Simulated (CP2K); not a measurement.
# Input and output of a self-consistent single point for AgPt (P-6m2, 2 atoms in the cell) (CP2K)

Level of theory: PBEsol, GPW, DZVP-MOLOPT-SR-GTH basis, GTH-PBE potentials (GTH_POTENTIALS) run with CP2K.

Input:

```
&GLOBAL
  PROJECT scf
  RUN_TYPE ENERGY_FORCE
  PRINT_LEVEL LOW
&END GLOBAL
&FORCE_EVAL
  METHOD Quickstep
  STRESS_TENSOR ANALYTICAL
  &DFT
    BASIS_SET_FILE_NAME BASIS_MOLOPT
    POTENTIAL_FILE_NAME GTH_POTENTIALS
    &QS
      METHOD GPW
      EPS_DEFAULT 1E-11
    &END QS
    &MGRID
      CUTOFF 500
      REL_CUTOFF 60
      NGRIDS 5
    &END MGRID
    &SCF
      SCF_GUESS ATOMIC
      EPS_SCF 1E-6
      MAX_SCF 100
      ADDED_MOS 6
      &DIAGONALIZATION
        ALGORITHM STANDARD
      &END DIAGONALIZATION
      &MIXING
        METHOD BROYDEN_MIXING
        ALPHA 0.2
        NBUFFER 8
        BETA 1.5
      &END MIXING
      &SMEAR ON
        METHOD GAUSSIAN
        SIGMA [eV] 0.1
      &END SMEAR
    &END SCF
    &KPOINTS
      SCHEME MONKHORST-PACK 11 11 6
      GAMMA_CENTERED T
    &END KPOINTS
    &XC
      &XC_FUNCTIONAL
        &PBE
          PARAMETRIZATION PBESOL
        &END PBE
      &END XC_FUNCTIONAL
    &END XC
    &PRINT
      &MO
        EIGENVALUES T
        OCCUPATION_NUMBERS T
        NDIGITS 8
        FILENAME mo
        &EACH
          QS_SCF 0
        &END EACH
        ADD_LAST NUMERIC
      &END MO
      &MULLIKEN OFF
      &END MULLIKEN
    &END PRINT
  &END DFT
  &SUBSYS
    &CELL
      ABC 2.78305000 2.78305000 4.79511000
      ALPHA_BETA_GAMMA 90.00000000 90.00000000 120.00000000
      PERIODIC XYZ
    &END CELL
    &COORD
      Ag       0.00000000     0.00000000     2.39755500
      Pt       1.39152639     0.80339653     0.00000000
    &END COORD
    &KIND Ag
      BASIS_SET DZVP-MOLOPT-SR-GTH
      POTENTIAL GTH-PBE-q11
    &END KIND
    &KIND Pt
      BASIS_SET DZVP-MOLOPT-SR-GTH
      POTENTIAL GTH-PBE-q18
    &END KIND
  &END SUBSYS
  &PRINT
    &FORCES ON
    &END FORCES
    &STRESS_TENSOR ON
    &END STRESS_TENSOR
  &END PRINT
&END FORCE_EVAL
```

Log, with long lists cut:

```
 GLOBAL| Method name                                                        CP2K
 GLOBAL| Project name                                                        scf
 GLOBAL| Run type                                                   ENERGY_FORCE

 TOTAL NUMBERS AND MAXIMUM NUMBERS

  Total number of            - Atomic kinds:                                   2
                             - Atoms:                                          2
                             - Shell sets:                                     2
                             - Shells:                                        15
                             - Primitive Cartesian functions:                 11
                             - Cartesian basis functions:                     61
                             - Spherical basis functions:                     51

  Maximum angular momentum of- Orbital basis functions:                        3
                             - Local part of the GTH pseudopotential:          2
                             - Non-local part of the GTH pseudopotential:      5

 SCF PARAMETERS         Density guess:                                    ATOMIC
                        max_scf:                                             100
                        max_diis:                                              4
                        eps_scf:                                        1.00E-06
                        eps_diis:                                       1.00E-01
                        eps_eigval:                                     1.00E-05
                        level_shift [a.u.]:                             0.000000
                        added MOs                                         6    0
                        Mixing method:                            BROYDEN_MIXING
                                                charge density mixing in g-space
                        Smear method:                                   GAUSSIAN
                        Smearing width (sigma) [a.u.]:                  3.67E-03
                        Accuracy threshold:                             1.00E-10
                        No outer SCF

 Extrapolation method: initial_guess

 Number of electrons:                                                         29
 Number of occupied orbitals:                                                 15
 Number of molecular orbitals:                                                21

 Number of orbital functions:                                                 51
 Number of independent orbital functions:                                     51

 SCF WAVEFUNCTION OPTIMIZATION

  Step     Update method      Time    Convergence         Total energy    Change
     1 NoMix/Diag. 0.20E+00      -     0.43718366      -157.3094193265 -1.57E+02
     2 Broy./Diag. 0.20E+00      -     0.12192019      -159.6044437571 -2.30E+00
     3 Broy./Diag. 0.20E+00      -     0.34386467      -158.3488570895  1.26E+00
     4 Broy./Diag. 0.20E+00      -     0.00406225      -157.0209849217  1.33E+00
     5 Broy./Diag. 0.20E+00      -     0.03708408      -157.0500440487 -2.91E-02
     6 Broy./Diag. 0.20E+00      -     0.00521678      -157.0527254696 -2.68E-03
     7 Broy./Diag. 0.20E+00      -     0.00738312      -157.0245391413  2.82E-02
   [... 4 lines left out ...]
    12 Broy./Diag. 0.20E+00      -     0.00001001      -157.0382826835 -3.84E-04
    13 Broy./Diag. 0.20E+00      -     0.00002841      -157.0383185550 -3.59E-05
    14 Broy./Diag. 0.20E+00      -     0.00000114      -157.0383564572 -3.79E-05
    15 Broy./Diag. 0.20E+00      -     0.00000186      -157.0383690070 -1.25E-05
    16 Broy./Diag. 0.20E+00      -     0.00000024      -157.0383769790 -7.97E-06

  *** SCF run converged in    16 steps ***

  Electronic density on regular grids:        -28.9999999999        0.0000000001
  Core density on regular grids:               28.9999999997       -0.0000000003
  Total charge density on r-space grids:       -0.0000000002
  Total charge density g-space grids:          -0.0000000002

  Overlap energy of the core charge distribution:               0.00000000487413
  Self energy of the core charge distribution:               -242.68070542848932
  Core Hamiltonian energy:                                     60.71514824597219
  Hartree energy:                                              42.25947114530489
  Exchange-correlation energy:                                -17.33197683381647
  Smearing free energy correction:                             -0.00031411367284
  Fermi energy:                                                 0.41115368697898

  Total energy:                                              -157.03837697897927
  Total energy (extrapolated to sigma->0):                   -157.03821992214284

 ENERGY| Total FORCE_EVAL ( QS ) energy [hartree]           -157.038373013919028

 FORCES| Atomic forces [hartree/bohr]
 FORCES|   Atom     x               y               z               |f|
 FORCES|      1  2.58912498E-08 -6.01723730E-09  5.70397538E-14   2.65812709E-08
 FORCES|      2 -1.22948732E-08 -1.87061136E-09 -6.77568004E-14   1.24363617E-08
 FORCES| Sum     1.35963766E-08 -7.88784866E-09 -1.07170466E-14
 FORCES| Total atomic force                                       1.57187663E-08

 STRESS| Analytical stress tensor [bar]
 STRESS|                        x                   y                   z
 STRESS|      x       -2.49170395239E+04  -5.91624098709E-02   4.61874630730E-07
 STRESS|      y       -5.91624098709E-02  -2.49184086187E+04  -2.44172143461E-08
 STRESS|      z        4.61874630730E-07  -2.44172143461E-08  -4.22908711777E+04
 STRESS| 1/3 Trace                                            -3.07087731068E+04
```

The run converged in 16 iterations.

The starting cell comes from a database of computed structures (which also holds hypothetical and non-ambient phases and stackings), without a prior relaxation at this level. Spin polarisation is off. Values carry the incompleteness of an atom-centred basis. The potentials were made for another functional than the one used. With a pressure of about -3 GPa the cell is away from its equilibrium volume at this level.

Cost on one core of a shared machine: roughly 4 min.
